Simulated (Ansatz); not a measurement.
rock-salt TiC (1 1 0) on zinc-blende InAs (1 1 0) (film strained to the substrate, started from cuts of the bulks and a machine-learned relaxation; slabs As6In6 and C12Ti12, which can lie off the formulas)

A periodic stack without vacuum, rock-salt TiC (1 1 0) on zinc-blende InAs (1 1 0) (film strained to the substrate, started from cuts of the bulks and a machine-learned relaxation; slabs As6In6 and C12Ti12, which can lie off the formulas): substrate slab As6In6, film C12Ti12, surface cells [[0, -1], [1, -1]] and [[1, 0], [1, 2]], film strained by +0.9 and +0.9 %, outermost planes AsIn/AsIn and CTi/CTi as cut, which need not be the usual terminations and can put a slab off its formula.

The start was prepared with a machine-learned potential, and the result is one local minimum, with the in-plane cell held and forces under 0.04 eV/Å; the film can end far from its bulk form.

Method: PBE (plane waves to 420 eV, PAW; Ansatz, an electronic-structure program). Spin–orbit coupling is left out; the runs are not spin-polarised; PBE gaps are too small against experiment. Its k-point mesh 9×5×1, Fermi–Dirac width 0.05 eV.

| Item | Value |
|---|---|
| interface area | 27.1 Å² |
| period | 22.94 Å |
| heights between the nearest atoms of the two slabs at the two interfaces | 2.21 and 2.21 Å |
| As–Ti contacts across the interfaces within 1.22 times the sum of covalent radii | 4, mean 2.81 Å |
| In–Ti contacts across the interfaces within 1.22 times the sum of covalent radii | 4, mean 3.22 Å |
| C–In contacts across the interfaces within 1.22 times the sum of covalent radii | 2, mean 2.24 Å |

```yaml
crystal:
  lattice:
    - [4.37013, 0.00161, -0.20512]
    - [4.37377, 6.18580, -0.06628]
    - [-3.28058, -2.05635, 23.08109]
  atoms:
    - { symbol: As, position: [0.41615, 0.29477, 0.04741] }
    - { symbol: As, position: [0.46675, 0.83579, 0.13910] }
    - { symbol: As, position: [0.53830, 0.36362, 0.23889] }
    - { symbol: As, position: [0.60689, 0.88653, 0.33038] }
    - { symbol: As, position: [0.68412, 0.40868, 0.43021] }
    - { symbol: As, position: [0.77123, 0.91333, 0.52189] }
    - { symbol: In, position: [0.72473, 0.08435, 0.14556] }
    - { symbol: In, position: [0.66949, 0.54145, 0.04747] }
    - { symbol: In, position: [0.86036, 0.13725, 0.33453] }
    - { symbol: In, position: [0.78562, 0.61223, 0.23480] }
    - { symbol: In, position: [0.02445, 0.16028, 0.52188] }
    - { symbol: In, position: [0.93232, 0.65400, 0.42375] }
    - { symbol: C, position: [0.53914, 0.74774, 0.62363] }
    - { symbol: C, position: [0.03288, 0.24880, 0.61807] }
    - { symbol: C, position: [0.33945, 0.50650, 0.68240] }
    - { symbol: C, position: [0.83369, 0.01263, 0.68273] }
    - { symbol: C, position: [0.13718, 0.27842, 0.75228] }
    - { symbol: C, position: [0.63671, 0.77934, 0.75264] }
    - { symbol: C, position: [0.93509, 0.04480, 0.81663] }
    - { symbol: C, position: [0.43530, 0.54497, 0.81698] }
    - { symbol: C, position: [0.74279, 0.80738, 0.88701] }
    - { symbol: C, position: [0.23616, 0.31329, 0.88641] }
    - { symbol: C, position: [0.53230, 0.58211, 0.95122] }
    - { symbol: C, position: [0.03008, 0.07843, 0.94573] }
    - { symbol: Ti, position: [0.83417, 0.51188, 0.68244] }
    - { symbol: Ti, position: [0.33742, 0.01004, 0.68385] }
    - { symbol: Ti, position: [0.03904, 0.74967, 0.62443] }
    - { symbol: Ti, position: [0.54620, 0.24121, 0.62377] }
    - { symbol: Ti, position: [0.43484, 0.04372, 0.81536] }
    - { symbol: Ti, position: [0.93405, 0.54516, 0.81605] }
    - { symbol: Ti, position: [0.63718, 0.27949, 0.75315] }
    - { symbol: Ti, position: [0.13866, 0.77876, 0.75403] }
    - { symbol: Ti, position: [0.03744, 0.57101, 0.94550] }
    - { symbol: Ti, position: [0.52791, 0.07959, 0.94483] }
    - { symbol: Ti, position: [0.23778, 0.81222, 0.88692] }
    - { symbol: Ti, position: [0.73807, 0.31020, 0.88528] }
```
